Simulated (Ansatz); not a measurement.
Cd$_{3}$N$_{2}$ (space group P-3m1, No. 164; a hypothetical phase, not in the database extracts checked)

Space group P-3m1 (No. 164); a = b = 3.6664 Å, c = 6.3705 Å, α = β = 90.00°, γ = 120.00°

```json
[
 {"atom": "N", "site": "2d", "symmetry": "3m.", "x": "0.3333", "y": "0.6667", "z": "0.2211"},
 {"atom": "Cd", "site": "1a", "symmetry": "-3m.", "x": "0.0000", "y": "0.0000", "z": "0.0000"},
 {"atom": "Cd", "site": "2d", "symmetry": "3m.", "x": "0.6667", "y": "0.3333", "z": "0.3426"}
]
```

Computed with Kohn–Sham DFT with the PBEsol functional, run in Ansatz (an electronic-structure program) with PAW and 420 eV plane waves, scalar-relativistic without spin-orbit coupling. Γ-centred 15×15×8 mesh, Fermi–Dirac width 0.05 eV.

| Quantity | Value |
|---|---|
| Volume per atom | 14.83 Å³ |
| Density | 8.18 g/cm³ |
| Band gap | zero |
| Total energy | -5061.223 eV/atom (σ→0; compares only within this code and set-up) |

Stability against distortions was not tested. All final runs are without spin polarisation. A zero or small gap of Cd3N2 can be the functional's error rather than a property of the material.
